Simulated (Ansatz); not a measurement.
We consider zinc-blende BeS, described by r²SCAN+rVV10 (PAW; Ansatz, a program for electronic structure).

Settings: plane-wave cutoff 560 eV, 12×12×12 k mesh, Fermi–Dirac smearing 0.01 eV, scalar-relativistic PAW data made under PBE.

The volume scan:

| V (Å³/atom) | E − E_lowest (meV/atom) | P (GPa) |
|---|---|---|
| 13.471 | 17.66 | 6.90 |
| 13.758 | 7.61 | 4.38 |
| 14.045 | 1.85 | 2.09 |
| 14.331 | 0.00 | 0.01 |
| 14.618 | 1.70 | -1.88 |
| 14.905 | 6.64 | -3.60 |
| 15.191 | 14.51 | -5.17 |

Task: What bulk modulus B0 and pressure derivative B′ does a third-order Birch–Murnaghan fit give?

Result: V0 = 14.333 Å³/atom, B0 = 99.2 GPa, B′ = 3.7 (fit to the energies at full precision).

Measured, for comparison: bulk modulus 105 GPa (room temperature, no zero-point or thermal correction; as tabulated in Narayana, Nesamony, Ruoff, Phys. Rev. B 56, no. 22 (1997)); equilibrium volume per atom 14.44 Å³/atom (room temperature, no zero-point or thermal correction; as tabulated in Narayana, Nesamony, Ruoff (BeS at high pressure; core.ac.uk copy)). Computed (rounded) less measured: bulk modulus -6 %, equilibrium volume per atom -0.8 %. A static lattice is as a rule a little smaller and stiffer than an uncorrected measurement, which narrows the difference in the equilibrium volume per atom and would widen misses of the other sign.

Computed values are for the static lattice.
